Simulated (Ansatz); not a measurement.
Worked example: relaxation of the atoms of Nb2PC (P3m1, 8 atoms in the cell) in Ansatz (a first-principles code).

Method of the run: LDA (PW92), default PAW files made with PBE (plane waves; Ansatz).

The change in words: one atom moved by 0.15 angstrom; relax: default → atoms; relax.f_tol: default → 0.2 eV/Å. Reference geometry:
```
Nb2PC
1.0
    3.33028     0.00000     0.00000
   -1.66514     2.88411     0.00000
    0.00000     0.00000    11.62014
Nb P C
4 2 2
Cartesian
  0.00000   1.92274   4.64840
  1.66514   0.96137   6.97173
  1.66514   0.96137  10.45847
  0.00000   1.92274   1.16166
  1.66514   0.96137   2.90503
  0.00000   1.92274   8.71510
  0.00000   0.00000   5.81007
  0.00000   0.00000   0.00000
```

Reference input (self-consistent single point, DFT, LDA (PW92), plane waves, default PAW files made with PBE): basis.ecutwfc = 30.9 Ry; kpoints.mp_grid.grid = 11 11 3; hamiltonian.xc = lda; hamiltonian.pseudopotentials = {kind: paw} (the program's default PAW files); scf.occupations.method = gaussian; scf.occupations.width = 0.0073 Ry. This run's input differs from it in these lines:

```diff
@@ -6,3 +6,3 @@
   atoms:
-    - { symbol: Nb, position: [0.333333, 0.666667, 0.400030] }
+    - { symbol: Nb, position: [0.333333, 0.666667, 0.412939] }
     - { symbol: Nb, position: [0.666667, 0.333333, 0.599970] }
@@ -23,2 +23,4 @@
   occupations: { method: gaussian, width: 0.0073 Ry }
+relax:
+  f_tol: 0.2
 output:
```

Log, with long lists cut:

```
   [... SCF lines of the steps left out ...]
relax step   1: F+E_penalty+E_count = -19715.04261049 eV  Δ(F+E_penalty+E_count) = +0.000e0 eV  max|allowed force component| = 1.983e0 eV/Å  Δτ_max = 0.0000 Å  (6 SCF iters, dr2 threshold 1.00e-4 eV, accepted)
relax step   2: F+E_penalty+E_count = -19715.11949567 eV  Δ(F+E_penalty+E_count) = -7.689e-2 eV  max|allowed force component| = 7.319e-1 eV/Å  Δτ_max = 0.1638 Å  (6 SCF iters, dr2 threshold 1.00e-4 eV, accepted)
relax step   3: F+E_penalty+E_count = -19715.16945613 eV  Δ(F+E_penalty+E_count) = -4.996e-2 eV  max|allowed force component| = 1.145e-2 eV/Å  Δτ_max = 0.0508 Å  (7 SCF iters, accepted)
the relaxation is at rest under the 6 symmetry operations that the run kept from its start: a minimum is not shown …
Free energy (F): -19715.169456 eV
Internal energy: -19715.154093 eV  (E = F + TS)
E sigma→0 (E₀):  -19715.161775 eV
Entropy (-TS):   -0.015363 eV (-1.920 meV/atom)
Fermi energy:    16.124511 eV
--- Forces (eV/Å), atoms counted from 1 ---
  atom   1  Nb     0.00000000     0.00000000     0.00763846
  atom   2  Nb     0.00000000    -0.00000000    -0.00153404
  atom   3  Nb     0.00000000    -0.00000000    -0.00829044
  atom   4  Nb    -0.00000000     0.00000000    -0.01144788
  atom   5  P     -0.00000000    -0.00000000     0.00368081
   [... lines left out ...]
    - { symbol: P, position: [0.6666666666666666, 0.33333333333333337, 0.25158097210041125] }
    - { symbol: P, position: [0.33333333333333326, 0.6666666666666666, 0.7516314821854475] }
    - { symbol: C, position: [-2.8555860480458066e-34, 7.011618936846238e-34, 0.50156001312972] }
    - { symbol: C, position: [8.352729127869448e-34, 1.6694339842925211e-34, 0.0015929134437036969] }
```

The run converged.  The full log also holds: “iter 5 did not close the SCF: its close was put off for the readings that it lacked (scf_convergence_deferred on its scf_iter line)”.

Summary of the result:
- Free energy E − TS (on the zero of these files) = -19715.1695 eV
- Fermi level (on the code's own zero) = 16.12 eV
- Pressure = -13.28 GPa
- Largest force (vector length) = 0.011 eV/Å
- Relaxation steps = 3

The starting cell comes from a database of computed structures (which also holds hypothetical and non-ambient phases and stackings), without a prior relaxation at this level. Its lattice was rescaled by up to half a per cent. For this run, on top of that: one atom moved by 0.15 angstrom. Spin polarisation is off. The relaxation keeps the symmetry of its start, so its end need not be a minimum. Ansatz's pressure includes its estimate of the finite-basis (Pulay) stress.

Cost on one core of a shared machine: roughly 50 s.

Keys are those of Ansatz 0.2.
